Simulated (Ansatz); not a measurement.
A relaxation of cell and atoms of Ni2Ge (P6_3/mmc, 6 atoms in the cell) with Ansatz (a program for electronic structure).

Computed with PBEsol, default PAW files made with PBE (plane waves; Ansatz).

```
CELL_PARAMETERS angstrom
      3.97981     0.00000     0.00000
     -1.98991     3.44662     0.00000
      0.00000     0.00000     5.02388
ATOMIC_POSITIONS crystal
  Ni 0.66667 0.33333 0.25000
  Ni 0.33333 0.66667 0.75000
  Ni 0.00000 0.00000 0.00000
  Ni 0.00000 0.00000 0.50000
  Ge 0.66667 0.33333 0.75000
  Ge 0.33333 0.66667 0.25000
```

Reference input (self-consistent single point, DFT, PBEsol, plane waves, default PAW files made with PBE): kpoints.mp_grid.grid = 9 9 6; hamiltonian.xc = pbesol; hamiltonian.pseudopotentials = {kind: paw} (the program's default PAW files); scf.occupations.method = gaussian; scf.occupations.width = 0.272 eV. This run's input differs from it in these lines:

```diff
@@ -20,2 +20,4 @@
   occupations: { method: gaussian, width: 0.272 eV }
+relax:
+  cell: {}
 output:
```

Output (repeated stretches shortened):

```
   [... SCF lines of the steps left out ...]
relax step   1: F+E_penalty+E_count = -31728.95484305 eV  Δ(F+E_penalty+E_count) = +0.000e0 eV  max|allowed force component| = 3.701e-17 eV/Å  Δτ_max = 0.0000 Å  P = -1.014 GPa  Ω = 68.912 Å³  (8 SCF iters, dr2 threshold 1.00e-7 eV, accepted)
relax step   2: F+E_penalty+E_count = -31728.95588357 eV  Δ(F+E_penalty+E_count) = -1.041e-3 eV  max|allowed force component| = 1.804e-16 eV/Å  Δτ_max = 0.0000 Å  P = -0.382 GPa  Ω = 68.694 Å³  energy of the carried Pulay correction = +8.185e-5 eV  [...]
relax step   3: F+E_penalty+E_count = -31728.95609361 eV  Δ(F+E_penalty+E_count) = -2.100e-4 eV  max|allowed force component| = 7.401e-17 eV/Å  Δτ_max = 0.0000 Å  P = +0.005 GPa  Ω = 68.564 Å³  energy of the carried Pulay correction = +1.309e-4 eV  [...]
relax step   4: F+E_penalty+E_count = -31728.95596176 eV  Δ(F+E_penalty+E_count) = +1.318e-4 eV  max|allowed force component| = 2.621e-17 eV/Å  Δτ_max = 0.0000 Å  P = +0.006 GPa  Ω = 68.564 Å³  stress off target by 2.50e-2 GPa  SCF on the basis [...]
basis re-selected at this cell: Δ(F+E_penalty+E_count) = +1.318e-4 eV, ΔP = +0.002 GPa vs the last step
the relaxation is at rest under the 24 symmetry operations that the run kept from its start: a minimum is not shown …
Free energy (F): -31728.955962 eV
Internal energy: -31728.830581 eV  (E = F + TS)
E sigma→0 (E₀):  -31728.893271 eV
Entropy (-TS):   -0.125381 eV (-20.897 meV/atom)
Fermi energy:    18.232752 eV
--- Forces (eV/Å), atoms counted from 1 ---
  atom   1  Ni    -0.00000000     0.00000000     0.00000000
   [... zero for the other atoms too ...]
   [... lines left out ...]
  cell:  # Å, volume = 68.5640 Å³
   [... lines left out ...]
    - { symbol: Ni, position: [0.3333333333333333, 0.6666666666666666, 0.7500000000000001] }
    - { symbol: Ni, position: [-4.056836850126158e-36, 4.656571131189821e-36, 0.0] }
    - { symbol: Ni, position: [-1.8650412480745807e-35, -3.2595997918328724e-35, 0.5] }
    - { symbol: Ge, position: [0.6666666666666667, 0.3333333333333333, 0.7500000000000001] }
    - { symbol: Ge, position: [0.3333333333333333, 0.6666666666666666, 0.25] }
```

The run converged.  The full log also holds: “iter 4 did not close the SCF: its close was put off for the readings that it lacked (scf_convergence_deferred on its scf_iter line)”. The full log also holds: “iter 5 did not close the SCF: its close was put off for the readings that it lacked (scf_convergence_deferred on its scf_iter line)”.

Summary of the result:
- Free energy E − TS (on the zero of these files): -31728.9560 eV
- Fermi level (on the code's own zero): 18.23 eV
- Pressure: 0.01 GPa
- Final cell: a = 3.9726 Å, b = 3.9726 Å, c = 5.0168 Å, α = 90.00°, β = 90.00°, γ = 120.00°
- Final volume per atom: 11.43 Å³
- Relaxation steps: 4

The starting cell comes from a database of computed structures (which also holds hypothetical and non-ambient phases and stackings), without a prior relaxation at this level. Spin polarisation is off. The relaxation keeps the symmetry of its start, so its end need not be a minimum. Ansatz's pressure includes its estimate of the finite-basis (Pulay) stress.

Cost on one core of a shared machine: roughly 50 s.

Keys are those of Ansatz 0.2.
